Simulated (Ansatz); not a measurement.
The starting structures come from a database of crystals and need not be the phases stable at ambient conditions.

# Evanescent states of KSbO3 (R-3, 10 atoms a cell, 15.4 Å³ an atom) along the normal of (110)

Level of theory: r2SCAN (plane waves, PAW; Ansatz, a first-principles code).

No gap correction and no spin-orbit coupling; mid-gap is the computed energy nearest the middle.

Energies count from the valence-band top; κ is the least over a 6×4 mesh across the current.

| E (eV) | κ (1/Å) | where |
|---|---|---|
| 0.09 | 0.201 | off Γ |
| 0.26 | 0.277 | off Γ |
| 0.42 | 0.301 | Γ |
| 0.59 | 0.310 | Γ |
| 0.77 | 0.317 | Γ |
| 0.94 | ? | Γ |
| 1.10 | ? | Γ |
| 1.27 | ? | Γ |
| 1.45 | ? | Γ |
| 1.61 | ? | Γ |
| 1.78 | ? | Γ |
| 1.96 | ? | Γ |
| 2.12 | ? | Γ |
| 2.29 | ? | Γ |
| 2.46 | ? | Γ |
| 2.63 | ? | Γ |
| 2.81 | 0.250 | Γ |
| 2.98 | 0.227 | Γ |
| 3.15 | 0.198 | Γ |
| 3.31 | 0.160 | Γ |
| 3.48 | 0.103 | Γ |

**Question.** Complete the blanks.

**Answer.** 
- 0.94, κ (1/Å): 0.322
- 1.10, κ (1/Å): 0.325
- 1.27, κ (1/Å): 0.326
- 1.45, κ (1/Å): 0.326
- 1.61, κ (1/Å): 0.324
- 1.78, κ (1/Å): 0.319
- 1.96, κ (1/Å): 0.314
- 2.12, κ (1/Å): 0.306
- 2.29, κ (1/Å): 0.296
- 2.46, κ (1/Å): 0.283
- 2.63, κ (1/Å): 0.268
